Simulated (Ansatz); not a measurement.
## Response to strain in GaAs

Take GaAs in the zinc blende structure (space group F-43m, No. 216; a = 5.667 Å) as the base. Axes: x, y, z lie along the cube axes.

Strains are applied to the cell and any free atomic positions relax.

Method: Ansatz (a program for electronic structure), r2SCAN, PAW, cutoff 500 eV, no SOC.

Notes on the quantities. pressure: mean of the normal stresses, compression positive; energy relative to the base: free energy F.

```json
[
 {"variant": "base", "pressure": "0.00 GPa", "band gap": "0.96 eV", "electron mass": "0.051 mₑ (at Γ)", "energy relative to the base": "0 meV/atom"},
 {"variant": "uniaxial strain ε_zz = +0.50 %", "pressure": "-0.35 GPa", "band gap": "0.91 eV", "electron mass": "0.049 mₑ (at Γ)", "energy relative to the base": "+0.2 meV/atom"},
 {"variant": "uniaxial strain ε_zz = +1.00 %", "pressure": "-0.70 GPa", "band gap": "0.86 eV", "electron mass": "–", "energy relative to the base": "+0.8 meV/atom"},
 {"variant": "uniaxial strain ε_zz = +1.50 %", "pressure": "-1.04 GPa", "band gap": "0.81 eV", "electron mass": "0.047 mₑ along z, 0.044 mₑ across (at Γ)", "energy relative to the base": "+1.8 meV/atom"},
 {"variant": "uniaxial strain ε_zz = +2.00 %", "pressure": "-1.37 GPa", "band gap": "0.76 eV", "electron mass": "0.046 mₑ along z, 0.042 mₑ across (at Γ)", "energy relative to the base": "+3.3 meV/atom"},
 {"variant": "uniaxial strain ε_zz = +2.50 %", "pressure": "-1.69 GPa", "band gap": "0.71 eV", "electron mass": "0.045 mₑ along z, 0.040 mₑ across (at Γ)", "energy relative to the base": "+5.1 meV/atom"},
 {"variant": "uniaxial strain ε_zz = +3.00 %", "pressure": "-2.00 GPa", "band gap": "0.66 eV", "electron mass": "0.043 mₑ along z, 0.037 mₑ across (at Γ)", "energy relative to the base": "+7.3 meV/atom"}
]
```

Effective masses come from finite differences of ±0.01 Å⁻¹. No phonon test of stability was made.
